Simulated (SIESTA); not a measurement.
SIESTA run on BiB (F-43m, 2 atoms in the cell): self-consistent single point.

Method: GGA PBE, numerical atomic orbitals DZP, PseudoDojo PBE standard norm-conserving potentials (rewritten from UPF to PSML) in SIESTA.

The change in words: lattice scaled by 1.03. Reference geometry:
```
CELL_PARAMETERS angstrom
      0.00000     2.80409     2.80409
      2.80409     0.00000     2.80409
      2.80409     2.80409     0.00000
ATOMIC_POSITIONS crystal
  Bi 0.25000 0.25000 0.25000
  B  0.00000 0.00000 0.00000
```

Reference input (self-consistent single point, DFT, GGA PBE, numerical atomic orbitals DZP, PseudoDojo PBE standard norm-conserving potentials (rewritten from UPF to PSML)): XC.functional = GGA; XC.authors = PBE; potentials = PseudoDojo PBE standard; PAO.BasisSize = DZP; PAO.EnergyShift = 0.005 Ry; MeshCutoff = 350 Ry; kgrid.MonkhorstPack = 8 8 8; OccupationFunction = FD; ElectronicTemperature = 100 meV; MaxSCFIterations = 150; SCF.Mixer.Method = Pulay; SCF.Mixer.Weight = 0.1. This run's input differs from it in these lines:

```diff
@@ -11,5 +11,5 @@
 %block LatticeVectors
-     0.000000000    2.804094000    2.804094000
-     2.804094000    0.000000000    2.804094000
-     2.804094000    2.804094000    0.000000000
+     0.000000000    2.888217000    2.888217000
+     2.888217000    0.000000000    2.888217000
+     2.888217000    2.888217000    0.000000000
 %endblock LatticeVectors
```

Output, abridged:

```
        iscf     Eharris(eV)        E_KS(eV)     FreeEng(eV)     dDmax    Ef(eV) dHmax(eV)
   scf:    1    -2300.193816    -2302.611962    -2302.616890  1.240128 -4.495584  3.379577
   scf:    2    -2303.441988    -2303.048958    -2303.054448  0.034898 -4.361225  2.605515
   scf:    3    -2303.720300    -2303.538959    -2303.545094  0.098467 -4.042940  0.438356
   scf:    4    -2303.541018    -2303.540813    -2303.546865  0.017190 -4.046353  0.168845
   scf:    5    -2303.543161    -2303.543535    -2303.549532  0.013179 -4.087906  0.087474
   scf:    6    -2303.544122    -2303.543927    -2303.549893  0.004060 -4.064025  0.003793
   scf:    7    -2303.543926    -2303.543928    -2303.549893  0.000442 -4.061576  0.005608
   scf:    8    -2303.543935    -2303.543932    -2303.549894  0.000195 -4.063131  0.000067
mix: Pulay -- inversion failed, > SVD [rank/size] 5 / 7
   scf:    9    -2303.543932    -2303.543932    -2303.549894  0.000003 -4.063143  0.000070
SCF Convergence by DM+H criterion
max |DM_out - DM_in|         :     0.0000031529
max |H_out - H_in|      (eV) :     0.0000701850
SCF cycle converged after 9 iterations

Using DM_out to compute the final energy and forces

siesta: E_KS(eV) =            -2303.5439

siesta: E_KS - E_eggbox =     -2303.5439

siesta: Atomic forces (eV/Ang):
     1   -0.000058   -0.000058   -0.000058
     2    0.000058    0.000058    0.000058
   Tot   -0.000000   -0.000000   -0.000000
   Max    0.000058
   Res    0.000058    sqrt( Sum f_i^2 / 3N )
   Max    0.000058    constrained

Stress tensor Voigt[x,y,z,yz,xz,xy] (kbar):       64.92       64.92       64.92       -0.08       -0.08       -0.08
(Free)E + p*V (eV/cell)    -2305.5023
Target enthalpy (eV/cell)    -2303.5499

siesta: Program's energy decomposition (eV):
siesta: FreeEng =     -2303.549894

   [... lines left out ...]
siesta: Cell volume =         48.185842 Ang**3
siesta:         -64.91630415        -64.91351154  kBar
   [... lines left out ...]
               2s      2s      2py     2pz     2px     2py     2pz     2px
               3Pdxy   3Pdyz   3Pdz2   3Pdxz   3Pdx2-y2
   2  3.162   1.117   0.120   0.158   0.158   0.158   0.434   0.434   0.434
              0.034   0.034   0.024   0.034   0.024

mulliken: Qtot =       18.000

Mulliken Atomic Populations:
Atom #   charge [q] valence [e]  Species
     1     0.162123   14.837877  Bi
     2    -0.162123    3.162123  B
 Total     0.000000
```

The run converged in 9 iterations. Against the reference run the free energy rises by 56.7 meV/atom and the pressure goes from -2.00 to -6.49 GPa.

The starting cell was generated: these elements placed on a structure prototype, without a prior relaxation; it need not be a known phase or ordering of this composition. For this run, on top of that: lattice scaled by 1.03. Values carry the incompleteness of an atom-centred basis.
